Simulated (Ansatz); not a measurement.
The starting structures come from a database of crystals and need not be the phases stable at ambient conditions.

Tunnelling through a barrier is set by its complex band structure: the current falls as exp(−2κd) with the smallest κ.

Input:

```xyz
16
Lattice="4.9570 0.0000 0.0000 0.0000 6.9439 0.0000 0.0000 0.0000 6.1183" Properties=species:S:1:pos:R:3 pbc="T T T"
Hg     3.7019     0.9488     3.0438
Hg     3.7335     4.4207     3.0745
Hg     1.2234     5.9952     6.1336
Hg     1.2550     2.5232    -0.0153
H      1.7743     2.7053     3.1030
H      0.7041     6.1773     3.0153
H      4.2528     4.2386     6.0744
H      3.1826     0.7667     0.0439
O      2.6572     2.6897     3.6409
O      4.7782     6.1617     2.4774
O      0.1788     4.2542     5.5365
O      2.2997     0.7823     0.5818
F      2.9878     4.2535     0.6585
F      4.4476     0.7815     5.4598
F      0.5093     2.6905     2.4006
F      1.9692     6.1624     3.7177
```

Space group of this cell: P2_12_12_1. The cell was relaxed by PBE-D3(BJ); by PBEsol its mean pressure is -2.2 GPa.

Transport runs along the normal of the first two printed cell vectors.

The gap is the functional's own. No spin-orbit coupling. Mid-gap values are interpolated on the energy grid.

Predict the band gap and the smallest decay constant κ at mid-gap from PBEsol in Ansatz (a program for electronic structure).

Gap 1.44 eV on a 6×6×6 mesh; κ = 0.334 1/Å, at the zone centre.
